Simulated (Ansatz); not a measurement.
Subject: the energy change on adding Sn2 to slab B from Sn (white tin). Reaction: cell B + 2 Sn (white tin) → cell A. The sign is products less reactants.

Cell A: a slab of Sn (grey tin, Fd-3m) cut along (111), 9 atoms, hexagonal cell of 4.71 Å (19.2 Å²), symmetry P3m1, 14.2 Å thick under 16 Å of vacuum, in-plane vectors held at the crystal's; planes from bottom to top: H | Sn × 8, its two faces unlike (dipole correction applied); added, foreign or displaced atoms, below the bottom plane: H bound to 1 Sn at 1.75 Å; against B it holds Sn2 more, on a cell with one atom a plane; spin state with PBE: run without spin, k-point mesh 11×11×1.
```xyz
9
Lattice="4.7057 0.0000 0.0000 -2.3528 4.0752 0.0000 0.0000 0.0000 29.9558" Properties=species:S:1:pos:R:3 pbc="T T T"
H      0.0000     0.0000     7.9124
Sn     0.0000     0.0000     9.6585
Sn     0.0000     2.7168    10.5676
Sn     0.0000     2.7168    13.4338
Sn     2.3528     1.3584    14.4034
Sn     2.3528     1.3584    17.2886
Sn     0.0000     0.0000    18.2542
Sn     0.0000     0.0000    21.1630
Sn     0.0000     2.7168    22.1148
```

Cell B: a slab of Sn (grey tin, Fd-3m) cut along (111), 7 atoms, hexagonal cell of 4.71 Å (19.2 Å²), symmetry P3m1, 10.4 Å thick under 16 Å of vacuum, in-plane vectors held at the crystal's; planes from bottom to top: H | Sn × 6, its two faces unlike (dipole correction applied); added, foreign or displaced atoms, below the bottom plane: H bound to 1 Sn at 1.75 Å; spin state with PBE: run without spin, k-point mesh 11×11×1.
```xyz
7
Lattice="4.7057 0.0000 0.0000 -2.3528 4.0752 0.0000 0.0000 0.0000 26.1873" Properties=species:S:1:pos:R:3 pbc="T T T"
H      0.0000     0.0000     7.9417
Sn     0.0000     0.0000     9.6882
Sn     0.0000     2.7168    10.6044
Sn     0.0000     2.7168    13.4731
Sn     2.3528     1.3584    14.4424
Sn     2.3528     1.3584    17.3438
Sn     0.0000     0.0000    18.2980
```

Reference: Sn (white tin, I4₁/amd), 2 atoms in the cell, k-point mesh 22×22×22 on the run's own vectors. Conventional cell: a = b = 5.946 Å, c = 3.217 Å, α = β = γ = 90.00°.

Computed with Ansatz (plane waves, PAW), its default PAW set, cutoff 420 eV, 500 eV for r2SCAN. The structures are at rest with PBE, within the held lattices; other levels are single points on them. Neutral cells; Fermi-Dirac smearing of at most 0.10 eV in the solids, energies taken to zero width. The lattices are those relaxed with PBE, so at other levels the solids can be strained, which adds to the spread. A dispersion term (D3(BJ), or D4 for r2SCAN) was computed beside these levels and is taken off wherever the name lacks it. Static lattices, no vibrational contributions. No structure search was made; lower ones may exist. Spin-orbit coupling is left out. No correction for cell size. Cell A has symmetry P3m1 and got no random move, so less symmetric positions, which may lie lower, weren't tried. Cell B has symmetry P3m1 and got no random move, so less symmetric positions, which may lie lower, weren't tried.

**Question.** What value does PBE give?

**Answer.** -0.11 eV, for cell B + 2 Sn (white tin) → cell A.

**Question.** How does the value move with the functional?

**Answer.** 
```csv
Level,value (eV),less PBE
r2SCAN,-0.27,-0.16
```

The levels span 0.16 eV, from r2SCAN (-0.27) to PBE (-0.11).

Ansatz is a quantum-chemistry and plane-wave program.
